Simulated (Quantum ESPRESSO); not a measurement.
Input and output of a self-consistent single point for VN (Fm-3m, 2 atoms in the cell) (Quantum ESPRESSO).

Level of theory: PBE+U, GBRV 1.5 ultrasoft (PBE) pseudopotentials (plane waves; Quantum ESPRESSO).

```yaml
crystal:
  lattice:
    - [0.00000, 2.06246, 2.06246]
    - [2.06246, 0.00000, 2.06246]
    - [2.06246, 2.06246, 0.00000]
  atoms:
    - { symbol: V, position: [0.00000, 0.00000, 0.00000] }
    - { symbol: N, position: [0.50000, 0.50000, 0.50000] }
```

Reference input (self-consistent single point, DFT, PBE, plane waves, GBRV 1.5 ultrasoft (PBE) pseudopotentials): ecutwfc = 50 Ry; ecutrho = 400 Ry; occupations = smearing; smearing = methfessel-paxton; degauss = 0.0036749 Ry; potentials = {V: v_pbe_v1.4.uspp.F.UPF, N: n_pbe_v1.2.uspp.F.UPF}; K_POINTS = automatic 9 9 9 0 0 0; conv_thr = 1e-10 Ry; mixing_beta = 0.5. This run's input differs from it in these lines:

```diff
@@ -35,2 +35,4 @@
    2.06246500     2.06246500     0.00000000
+HUBBARD {atomic}
+U V-3d 5
```

Output (repeated stretches shortened):

```
     Self-consistent Calculation

     iteration #  1     ecut=    50.00 Ry     beta= 0.50

---- Real-time Memory Report at c_bands before calling an iterative solver
           104 MiB given to the printing process from OS
            23 MiB allocation reported by mallinfo(arena+hblkhd)
------------------

     =================== HUBBARD OCCUPATIONS ===================
     ------------------------ ATOM    1 ------------------------
     Tr[ns(  1)] =   3.96488
     eigenvalues:
       0.329  0.329  0.441  0.441  0.441

     Number of occupied Hubbard levels =    3.9649

     negative rho (up, down):  7.322E-04 0.000E+00

   [... lines left out ...]

     iteration # 22     ecut=    50.00 Ry     beta= 0.50

---- Real-time Memory Report at c_bands before calling an iterative solver
           123 MiB given to the printing process from OS
            38 MiB allocation reported by mallinfo(arena+hblkhd)
------------------

     =================== HUBBARD OCCUPATIONS ===================
     ------------------------ ATOM    1 ------------------------
     Tr[ns(  1)] =   4.93957
     eigenvalues:
       0.465  0.465  0.513  0.513  0.513

     Number of occupied Hubbard levels =    4.9396

     negative rho (up, down):  6.815E-04 0.000E+00

     HUBBARD ENERGY =    0.4583  (Ry)
     End of self-consistent calculation

     the Fermi energy is    18.3229 ev

!    total energy              =    -164.90145701 Ry
     estimated scf accuracy    <          6.6E-11 Ry
     smearing contrib. (-TS)   =      -0.00011359 Ry
     internal energy E=F+TS    =    -164.90134342 Ry

     Hubbard energy            =       0.45828298 Ry

     convergence has been achieved in  22 iterations

     negative rho (up, down):  6.815E-04 0.000E+00

     Forces acting on atoms (cartesian axes, Ry/au):

     atom    1 type  1   force =    -0.00000000    0.00000000    0.00000000
     atom    2 type  2   force =     0.00000000    0.00000000    0.00000000

     Total force =     0.000000     Total SCF correction =     0.000000

     negative rho (up, down):  6.815E-04 0.000E+00
          total   stress  (Ry/bohr**3)                   (kbar)     P=      -10.62
  -0.00007219  -0.00000000  -0.00000000          -10.62       -0.00       -0.00
  -0.00000000  -0.00007219  -0.00000000           -0.00      -10.62       -0.00
  -0.00000000  -0.00000000  -0.00007219           -0.00       -0.00      -10.62

   JOB DONE.
```

The run converged in 22 iterations. Against the reference run the pressure goes from -2.02 to -1.06 GPa.

The starting cell comes from a database of computed structures (which also holds hypothetical and non-ambient phases and stackings), without a prior relaxation at this level. Spin polarisation is off, so a magnetic state, if there is one, cannot be reached. The U value is a test value, and with U on an open shell several self-consistent states can exist.
